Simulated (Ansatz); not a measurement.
# The (100) surface of rock-salt TiN, Ru on half the Ti sites of the top plane, c(2x2) (bottom of the slab: a bare face, its two planes held)

The numbers are results of PBE (plane waves to 420 eV, PAW; Ansatz, an electronic-structure program), not measurements.

Slab: 24 atoms, 10.6 Å thick at the start with caps and adatoms (thin: gaps and levels are the slab's own); k 9x9x1, smearing 0.1 eV, dipole-corrected; 8 atoms held, the rest relaxed; held to the start's symmetry, so lower structures may exist; no spin, no spin-orbit, no U. It is one candidate, not shown to be the stable structure of the face.

```yaml
work_function_of_the_top_face: 3.88 eV
energy_released_by_relaxation: 0.39 eV
cost: about 5 core-minutes (a rough figure)
```
